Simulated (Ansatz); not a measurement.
The starting structures come from a database of crystals and need not be the phases stable at ambient conditions.

Tunnelling through a barrier is set by its complex band structure: the current falls as exp(−2κd) with the smallest κ.

```
CELL_PARAMETERS angstrom
      4.65614     0.00000     0.00000
     -1.52727     5.82370     0.00000
     -0.76364     2.91185     3.55213
ATOMIC_POSITIONS crystal
  Sr 0.50000 0.50000 0.00000
  Ni 0.00000 0.00000 0.00000
  F  0.27790 0.27790 0.65415
  F  0.72210 0.72210 0.34585
  F  0.27790 0.93205 0.34585
  F  0.72210 0.06795 0.65415
  F  0.93205 0.27790 0.00000
  F  0.06795 0.72210 0.00000
```

Space group of this cell: R-3m. The cell is taken as given.

Transport runs along the normal of the first two printed cell vectors, the (110) plane of the conventional cell.

No gap correction and no spin-orbit coupling; mid-gap values are interpolated between computed energies.

Task: Give the band gap and the smallest decay constant κ at mid-gap that r2SCAN (Ansatz, a quantum-chemistry and plane-wave program) yields.

Result: Gap 2.05 eV on a 8×8×8 mesh; κ = 0.459 1/Å, at the zone centre.
